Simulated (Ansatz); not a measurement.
SiO2 (Ama2, No. 40, 12 atoms in the cell; start mp-554573; a measured phase of this formula has another space group) was calculated with r²SCAN (Ansatz, a program for electronic structure, plane waves, PAW).

Numerical settings: plane-wave cutoff 560 eV, 4×8×8 k mesh (along the axes of the cell as run), Fermi–Dirac smearing 0.01 eV, scalar-relativistic PAW data made under PBE.

Cell (relaxed at this level):

```cif
data_O8Si4
_chemical_formula_sum 'Si4 O8'
_space_group_name_H-M_alt 'P 1'
_space_group_IT_number 1
_cell_length_a 8.29062
_cell_length_b 5.05218
_cell_length_c 5.05218
_cell_angle_alpha 120.981
_cell_angle_beta 90.000
_cell_angle_gamma 90.000
loop_
_space_group_symop_operation_xyz
  'x, y, z'
loop_
_atom_site_label
_atom_site_type_symbol
_atom_site_fract_x
_atom_site_fract_y
_atom_site_fract_z
_atom_site_occupancy
Si1 Si 0.93734 0.33099 0.66002 1
Si2 Si 0.06266 0.66002 0.33099 1
Si3 Si 0.56266 0.33099 0.66002 1
Si4 Si 0.43734 0.66002 0.33099 1
O1 O 0.00000 0.39689 0.39689 1
O2 O 0.50000 0.39689 0.39689 1
O3 O 0.54214 0.96849 0.53622 1
O4 O 0.45786 0.53622 0.96849 1
O5 O 0.95786 0.96849 0.53622 1
O6 O 0.04214 0.53622 0.96849 1
O7 O 0.25000 0.73753 0.42322 1
O8 O 0.75000 0.42322 0.73753 1
```

Q: Predict the band gap.

A: 
* **band gap**: 6.41 eV (on the SCF k mesh)

Note: the relaxation could not lower the start's symmetry, so the cell can be a saddle point above a distorted one.

Computed values are for the static lattice.

Cost on a shared machine: very roughly 10 core-minutes.

A start named mp-… is a Materials Project structure, which need not be a measured phase.
